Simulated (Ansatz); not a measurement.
Checking a run of Ansatz (a first-principles code) on BePd (Pm-3m, 2 atoms in the cell). The aim is a self-consistent single point with DFT, r2SCAN, plane waves, default PAW files made with PBE.

Cell that was meant: a = 2.8130 Å, b = 2.8130 Å, c = 2.8130 Å, α = 90.00°, β = 90.00°, γ = 90.00°.

Part of the input:

Ansatz 0.2 input:
```yaml
  atoms:
    - { symbol: Be, position: [0.000000, 0.000000, 0.000000] }
    - { symbol: Pd, position: [0.500000, 0.500000, 0.500000] }
basis:
  ecutrho_ratio: 1
kpoints:
  mp_grid:
    grid: [8, 8, 8]
```

Output, abridged:

```
WARN basis.ecutwfc = 500 eV, the default
WARN basis.ecutrho_ratio = 1 (ecutrho = 500 eV) is below the records' recommended cutoff
   [... lines left out ...]
PAW frozen core: Pd, regenerated for the run's functional
Initial density: superposition of atomic densities (neutral atoms: chi_scale 0, normalization atom), corrected by the library's trained network
Initial wavefunctions: pseudopotential atomic-orbital guess
Eigensolver: davidson
Functional: x = r2scan, c = r2scan; τ floored in thin density (d = 2e-4 eV/Å³)
SCF iter   1: F=—  HF=-7080.217702 eV  |F-HF|=—  |Δ(HF+E_count)|=         —  Δρ=1.13e-2  dr2=1.58e-2  dr2_τ=2.93e-2  ethr=1.77e-3  ⟨swp⟩=5.0  Hψ=1582  notcnv=0
all-band conjugate gradients solve this SCF's bands
preconditioner: auto → none
SCF iter   2: F=—  HF=-7080.253012 eV  |F-HF|=—  |Δ(HF+E_count)|=   3.53e-2  Δρ=8.88e-3  dr2=1.15e-2  dr2_τ=1.04e-3  ethr=7.92e-5  ⟨swp⟩=2.0  Hψ=642  notcnv=0  defer=2
   [... lines left out ...]
SCF iter   4: F=—  HF=-7080.250616 eV  |F-HF|=—  |Δ(HF+E_count)|=   1.56e-4  Δρ=7.36e-4  dr2=5.75e-5  dr2_τ=3.59e-6  ethr=5.84e-6  ⟨swp⟩=2.3  Hψ=461  notcnv=0  defer=2
SCF iter   5: F=—  HF=-7080.250614 eV  |F-HF|=—  |Δ(HF+E_count)|=   2.39e-6  Δρ=2.43e-4  dr2=4.13e-6  dr2_τ=4.36e-8  ethr=2.88e-7  ⟨swp⟩=2.3  Hψ=457  notcnv=0  defer=2
SCF iter   6: F=-7080.250616 eV  HF=-7080.250616 eV  |F-HF|=2.13e-8  |Δ(HF+E_count)|=   2.52e-6  Δρ=2.46e-5  dr2=8.15e-8  dr2_τ=1.62e-9  ethr=5.00e-10  ⟨swp⟩=3.1  Hψ=1117  notcnv=0
SCF 1 converged in 6 iterations: F = -7080.250616 eV  dr2 = 8.15e-8
Free energy (F): -7080.250616 eV
Internal energy: -7080.244853 eV  (E = F + TS)
E sigma→0 (E₀):  -7080.247734 eV
Entropy (-TS):   -0.005763 eV (-2.882 meV/atom)
Fermi energy:    16.931977 eV
--- Forces (eV/Å), atoms counted from 1 ---
  atom   1  Be     0.00000000    -0.00000000    -0.00000000
  atom   2  Pd     0.00000000     0.00000000    -0.00000000
--- Stress (GPa, compression-positive) ---
        1.097005       0.000000      -0.000000
        0.000000       1.097005       0.000000
       -0.000000       0.000000       1.097005
  P = ⅓ Tr σ = 1.0970 GPa (10.970 kbar)
  The stress holds the Pulay correction, which leaves out the density cutoff's part. Without it, at fixed plane waves, as pw.x and ABINIT print it …
settings of this run that can trade accuracy for cost: basis.ecutrho_ratio < 4. Do not mix this run's numbers with those of runs without the same settings …
```

Question: Is anything amiss in this input, and did it matter?

Answer: The run is not sound. The fault is a density cutoff or grid that is too coarse. The charge density holds wave vectors up to twice those of the orbitals (four times the energy cutoff), and augmentation charges need more still. To fix it, restore the density cutoff. The run converged in 6 iterations without an error; against the sound input the free energy goes down by 11.6 meV/atom and the pressure goes from -0.50 to 1.10 GPa. The full log also holds (shortened here): “WARN basis.ecutrho_ratio = 1 (ecutrho = 500 eV) is below the records' recommended cutoff”. At a fixed set of plane waves, without the program's Pulay estimate, the pressure is 0.94 GPa against -0.68 GPa.

The sound input it was made from differs as follows (other fixes are possible):
```diff
-basis:
-  ecutrho_ratio: 1
```

With that input, the run converged in 6 iterations: free energy E − TS (on the zero of these files) -7080.2273 eV; Fermi level (on the code's own zero) 16.92 eV; pressure -0.50 GPa (DFT, r2SCAN, plane waves, default PAW files made with PBE).

On the sound input: the starting cell comes from a database of published, mostly measured structures (it also holds non-ambient and calculated ones), without a prior relaxation at this level. Spin polarisation is off. Ansatz's pressure includes its estimate of the finite-basis (Pulay) stress.
